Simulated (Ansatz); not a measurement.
## CdS (Fm-3m, No. 225, 2 atoms in the cell; start mp-370; high-pressure phase)

Computed with HSE06 in Ansatz (PAW).

Numerical settings: plane-wave cutoff 460 eV, 8×8×8 k mesh, Fermi–Dirac smearing 0.01 eV, scalar-relativistic PAW data made under PBE.

Cell (relaxed with PBEsol):

```yaml
crystal:
  lattice:
    - [0.00000, 2.69853, 2.69853]
    - [2.69853, 0.00000, 2.69853]
    - [2.69853, 2.69853, 0.00000]
  atoms:
    - { symbol: Cd, position: [0.00000, 0.00000, 0.00000] }
    - { symbol: S, position: [0.50000, 0.50000, 0.50000] }
```

```json
{
  "band_gap": "1.25 eV (on the SCF k mesh)",
  "smallest_direct_gap_on_the_k_points_sampled": "3.01 eV"
}
```

Note: cell and atoms aren't relaxed at this level (pressure 2.7 GPa).

Spin–orbit coupling is not included.

The computed numbers hold no vibrational or temperature effects.

A start named mp-… is a Materials Project structure, which need not be a measured phase.

Ansatz is a first-principles code.
